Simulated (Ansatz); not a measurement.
The parent structure is WSi$_{2}$ (space group I4/mmm, No. 139; a = 3.202 Å, c = 7.818 Å; relaxed with 0.1 eV smearing).

Calculations: Kohn–Sham DFT with the PBEsol functional, run in Ansatz (a quantum-chemistry and plane-wave program) with PAW and 420 eV plane waves, no spin-orbit coupling.

Before the change:

The pressure is 0.0 GPa and the band gap is zero.

One thing is altered: the cell is scaled by 0.9900 in all directions; the atoms relax in the strained cell.

### Question
Predict the new energy relative to the base.

### Answer
The energy goes up by 9.0 meV/atom.

### Question
How does this affect the pressure?

### Answer
The pressure (mean of the normal stresses, compression positive) goes from zero to 7.5 GPa.

### Question
Estimate the effect on the band gap.

### Answer
The band gap is still zero.

No phonon test of stability was made. All final runs are without spin polarisation.
